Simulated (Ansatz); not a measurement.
Ansatz (a first-principles code) run on Mg (P-3m1, 2 atoms in the cell): self-consistent single point

Method: LDA (PW92), default PAW files made with PBE (plane waves; Ansatz).

The input file:

Ansatz 0.2 input:
```yaml
crystal:
  lattice:
    - [1.600185, -2.771602, 0.000000]
    - [1.600185, 2.771602, 0.000000]
    - [0.000000, 0.000000, 5.194370]
  atoms:
    - { symbol: Mg, position_ang: [1.600185, 0.923869, 1.348594] }
    - { symbol: Mg, position_ang: [1.600185, -0.923869, 3.895778] }
basis:
  ecutwfc: 30.9 Ry
kpoints:
  mp_grid: { grid: [12, 12, 7] }
hamiltonian:
  xc: lda
  pseudopotentials: { kind: paw }
scf:
  occupations: { method: fermi_dirac, width: 0.0073 Ry }
output:
  forces: true
  eigenvalues: true
  stress: true
```

Log, with long lists cut:

```
WARN the atoms were moved onto the symmetric positions of the space group found under crystal.symmetry.tolerance 1.0e-5 (fractional …
WARN ansatz: RAYON_NUM_THREADS=1 ignored (pool sized by the plan → 1); use --threads N
Pseudopotentials: kind: paw
Pseudopotential: Mg, paw, valence charge 10
Crystal: 2 atoms, lattice volume = 46.075 Å³
Basis set: ecut = 420.4159175005146 eV, 917 PW (Γ)
Bands: 14, of which v1, the nominal top of the filled ones, is band 10 counted from 1 (9 counted from 0)
Symmetry: 12 space group operations
Space group: P-3m1 (ITA 164), of the structure as read, at distance tolerance 3.6e-5 Å
k-points: 112 of 1008
PAW frozen core: Mg, regenerated for the run's functional, and the local potential with it
Initial density: superposition of atomic densities (neutral atoms: chi_scale 0, normalization atom), corrected by the library's trained network
Initial wavefunctions: pseudopotential atomic-orbital guess
Eigensolver: davidson
Functional: x = slater, c = lda
SCF iter   1: F=—  HF=-3803.203581 eV  |F-HF|=—  |Δ(HF+E_count)|=         —  Δρ=6.10e-3  dr2=6.13e-3  ethr=1.77e-3  ⟨swp⟩=5.0  Hψ=7995  notcnv=0
all-band conjugate gradients solve this SCF's bands
preconditioner: auto → none
SCF iter   2: F=—  HF=-3803.196260 eV  |F-HF|=—  |Δ(HF+E_count)|=   7.32e-3  Δρ=2.49e-3  dr2=1.47e-3  ethr=3.07e-5  ⟨swp⟩=2.0  Hψ=3432  notcnv=0
SCF iter   3: F=—  HF=-3803.195743 eV  |F-HF|=—  |Δ(HF+E_count)|=   5.17e-4  Δρ=4.15e-4  dr2=7.52e-5  ethr=7.35e-6  ⟨swp⟩=2.0  Hψ=2464  notcnv=0
SCF iter   4: F=—  HF=-3803.195755 eV  |F-HF|=—  |Δ(HF+E_count)|=   1.20e-5  Δρ=4.63e-5  dr2=1.05e-6  ethr=3.76e-7  ⟨swp⟩=1.0  Hψ=1572  notcnv=0
SCF iter   5: F=—  HF=-3803.195755 eV  |F-HF|=—  |Δ(HF+E_count)|=   3.38e-7  Δρ=1.61e-5  dr2=3.41e-7  ethr=5.26e-9  ⟨swp⟩=3.0  Hψ=2787  notcnv=0
SCF iter   6: F=-3803.195755 eV  HF=-3803.195755 eV  |F-HF|=5.01e-9  |Δ(HF+E_count)|=   8.24e-8  Δρ=2.55e-6  dr2=2.97e-9  ethr=5.00e-10  ⟨swp⟩=3.0  Hψ=5703  notcnv=0
SCF 1 converged in 6 iterations: F = -3803.195755 eV  dr2 = 2.97e-9
SCF converged after 6 iterations
Free energy (F): -3803.195755 eV
Harris-Foulkes:  -3803.195755 eV  (|F-HF|=5.01e-9)
Internal energy: -3803.167817 eV  (E = F + TS)
E sigma→0 (E₀):  -3803.181786 eV
Entropy (-TS):   -0.027937 eV (-13.969 meV/atom)
Fermi energy:    5.397464 eV
--- Per-component energies (eV) ---
  E_band       = -716.892523
  E_kinetic    = 150.288899
  E_local      = -3244.248120  (includes V_loc(G=0)·N_el)
  E_nonlocal   = 193.251067
  E_hartree    = 1157.527525
  E_xc         = -56.275386
  E_vxc        = -73.155573  (∫ρ·V_xc dr)
  E_paw        = -542.865727  (= ΣΔE_a)
  E_vpaw       = -58.082057  (= ΣTr[D̂ρ^β])
  E_aug_tail   = -0.000001  (compensation charges beyond the density's cutoff)
  E_ewald      = -1461.147033
  E_core_change = 0.300959  (= ΣΔE_core)
  E_smearing   = -0.027937  (= −TS)
  E_closure    = -0.000000  (closes the sum)
  Σ components = -3803.195755   (vs F -3803.195755, Δ=0.00e0)
--- Forces (eV/Å), atoms counted from 1 ---
  atom   1  Mg    -0.00000000     0.00000000    -0.11688181
  atom   2  Mg     0.00000000    -0.00000000     0.11688181
  max |Σ_I F_I| component: 4.63e-18 eV/Å
--- Stress (GPa, compression-positive) ---
       -1.952985      -0.000000       0.000000
       -0.000000      -1.952985       0.000000
        0.000000       0.000000      -2.642776
  P = ⅓ Tr σ = -2.1829 GPa (-21.829 kbar)
  The stress holds the Pulay correction. Without it, at fixed plane waves, as pw.x and ABINIT print it: P = -2.1861 GPa
--- Band table (eV; the first three rows and the last of 112) ---
  k-point 0: bands = ["-69.9161", "-69.9130", "-37.3598", "-37.3301", "-37.3301", "-37.3269", "-37.3251", "-37.3251", "-1.4749", "3.7988", "4.1531", "16.2911", "16.2911", "16.3224"]
  k-point 1: bands = ["-69.9160", "-69.9131", "-37.3582", "-37.3298", "-37.3298", "-37.3285", "-37.3253", "-37.3253", "-1.3608", "2.5496", "5.5990", "16.0311", "16.3818", "16.3818"]
  k-point 2: bands = ["-69.9156", "-69.9135", "-37.3538", "-37.3330", "-37.3292", "-37.3292", "-37.3260", "-37.3260", "-1.0195", "1.3422", "7.3960", "13.7997", "16.6280", "16.6280"]
  k-point 111: bands = ["-69.9124", "-69.9124", "-37.3516", "-37.3516", "-37.3456", "-37.3429", "-37.3328", "-37.3328", "5.5643", "5.5643", "5.7911", "6.5423", "7.0229", "7.0229"]
```

The run converged in 6 iterations.

The starting cell has typed, rounded lattice constants, without a prior relaxation at this level. Its lattice was rescaled by up to half a per cent. One atom was moved a little off its site on purpose. Ansatz's pressure includes its estimate of the finite-basis (Pulay) stress.
